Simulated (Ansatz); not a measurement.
Input:

End structure of Sn on the 1x1 (111) surface of fcc Pt, one in a 2x2 cell, started at the site 'hollow Pt-Pt-Pt over Pt at depth 4.6 Å':

```yaml
crystal:
  lattice:
    - [5.61443, 0.00000, 0.00000]
    - [-2.80721, 4.86224, 0.00000]
    - [0.00000, 0.00000, 26.00000]
  atoms:
    - { symbol: Pt, position: [0.16667, 0.33333, 0.36788] }
    - { symbol: Pt, position: [0.16667, 0.83333, 0.36788] }
    - { symbol: Pt, position: [0.66667, 0.33333, 0.36788] }
    - { symbol: Pt, position: [0.66667, 0.83333, 0.36788] }
    - { symbol: Pt, position: [0.33333, 0.16667, 0.45641] }
    - { symbol: Pt, position: [0.33333, 0.66667, 0.45641] }
    - { symbol: Pt, position: [0.83333, 0.16667, 0.45641] }
    - { symbol: Pt, position: [0.83333, 0.66667, 0.45641] }
    - { symbol: Pt, position: [0.00051, 0.00025, 0.54475] }
    - { symbol: Pt, position: [0.00000, 0.50000, 0.54334] }
    - { symbol: Pt, position: [0.49975, 0.00025, 0.54475] }
    - { symbol: Pt, position: [0.49975, 0.49949, 0.54475] }
    - { symbol: Pt, position: [0.16308, 0.33692, 0.63493] }
    - { symbol: Pt, position: [0.16308, 0.82616, 0.63493] }
    - { symbol: Pt, position: [0.67384, 0.33692, 0.63493] }
    - { symbol: Pt, position: [0.66667, 0.83333, 0.63350] }
    - { symbol: Sn, position: [0.33333, 0.16667, 0.71536] }
```

Set-up: 17 atoms, 6.9 Å thick at the start under the adsorbate (thin: gaps and levels are the slab's own); mesh 6x6x1; 0.1 eV smearing; dipole correction on; 8 atoms held, the rest relaxed; start symmetry kept, larger cells not searched; no spin, no spin-orbit, no U, no dispersion correction. At the end it is bonded to 3 Pt. In PBE it is, or lies within 0.03 eV of, the lowest of the starts that converged.

A negative adsorption energy means that the adsorbate is more stable on the surface than in its reference.

**Question.** What adsorption energy against an atom of beta tin does PBE (Ansatz, an electronic-structure program) give?

**Answer.** -1.71 eV

**Question.** Estimate the work function of the top face that PBE returns for this input.

**Answer.** 4.30 eV

**Question.** Predict the change of the step from the bottom to the top vacuum level, against the clean slab from PBE.

**Answer.** -1.37 eV

**Question.** Predict the change of the work function from PBE.

**Answer.** -1.38 eV
